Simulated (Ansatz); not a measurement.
# Ga2O3, response to strain

The reference is Ga2O3 in the corundum structure (space group R-3c, No. 167; a = 4.950 Å, c = 13.306 Å (hexagonal axes)). Axes: x lies along a and z along c of the hexagonal cell.

Strains are applied to the cell and any free atomic positions relax.

Calculations: plane-wave PAW DFT at the LDA level (Ansatz, an electronic-structure program, 420 eV), without spin-orbit coupling.

Notes on the quantities. energy relative to the base: free energy F.

```csv
uniaxial strain ε_xx (%),energy relative to the base (meV/atom)
0,0.0
0.75,0.7
1.5,?
2.25,5.9
3,10.4
```

Question: Fit ΔE = Aε² + Bε³ (ε in %) to the rows shown and predict the withheld row.

Answer: Least squares on the printed values gives A = 1.20 and B = -0.016 meV/atom (largest residual 0.0 meV/atom); this predicts 2.7 meV/atom, and the run gives 2.7 meV/atom, in agreement.

Stability against distortions was not tested.
